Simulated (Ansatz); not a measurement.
Base system: AlRu in the CsCl type structure (space group Pm-3m, No. 221; a = 2.955 Å; relaxed with 0.1 eV smearing). Axes: x, y, z lie along the cube axes.

All numbers come from LDA/PAW in Ansatz (a quantum-chemistry and plane-wave program), no SOC.

Modification: the cell is scaled by 1.0200 in all directions, atoms relaxed at fixed cell.

Problem. Predict the stress tensor and what it implies for the stiffness.

Solution. Stress of the strained cell less that of the base (GPa, compression positive):
```
  -12.0     0.0     0.0
    0.0   -12.0     0.0
    0.0     0.0   -12.0
```

Then B = −ΔP/(ΔV/V₀) with ΔV/V₀ = 0.0612 gives secant stiffness values (nonlinear terms included at this strain): B ≈ 197 GPa.

As a check, the harmonic strain energy −½ V₀ Δσ:ε is 29 meV/atom; the computed energy rise is 31 meV/atom.

Stability against distortions was not tested. All final runs are without spin polarisation.
